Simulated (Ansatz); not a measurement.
System: ZnSnN₂ (model structure, started from the MgZrN2 type, I4₁/amd, No. 141, 8 atoms in the cell). Method: HSE06 in Ansatz (plane waves, PAW).

Run with plane-wave cutoff 460 eV, 8×8×8 k mesh, Fermi–Dirac smearing 0.01 eV, scalar-relativistic PAW data made under PBE.

Cell (relaxed with PBEsol):

SnZnN₂ has the tetragonal space group I4₁/amd, origin choice 1 (No. 141), Pearson symbol tI16. Conventional cell: a = b = 4.3923 Å, c = 9.3068 Å, α = β = γ = 90.00°. Zn on 4b is coordinated by 4 N at 2.201 Å and 2 N at 2.476 Å (octahedral). Sn on 4a is coordinated by 6 N at 2.178–2.201 Å (octahedral). N on 8e is coordinated by 3 Sn at 2.178–2.201 Å and 2 Zn at 2.201 Å and 1 Zn at 2.476 Å (octahedral). (Neighbours: up to the widest gap in distance over summed covalent radii, below 1.35, at either atom; cation-cation and far metal-metal contacts left out.)
(The calculation used a cell of 8 atoms; values per cell refer to that cell.)

### Question
Estimate the band gap and smallest direct gap on the k points sampled that the calculation returns.

### Answer

* **band gap**: 1.28 eV (on the SCF k mesh)
* **smallest direct gap on the k points sampled**: 2.67 eV

Note: the relaxation could raise the start's symmetry but not lower it, so the cell can be a saddle point; cell and atoms aren't relaxed at this level (largest force component 0.16 eV/Å, pressure -1.2 GPa).

Spin–orbit coupling is not included.

Static lattice: no zero-point or thermal effects.

It cost around 13 core-minutes (rough) of CPU time.

A model structure was made by putting elements into a prototype or built by hand; it is no filed structure, need not be a known phase, and can be a saddle point held by its symmetry.

Ansatz is a quantum-chemistry and plane-wave program.
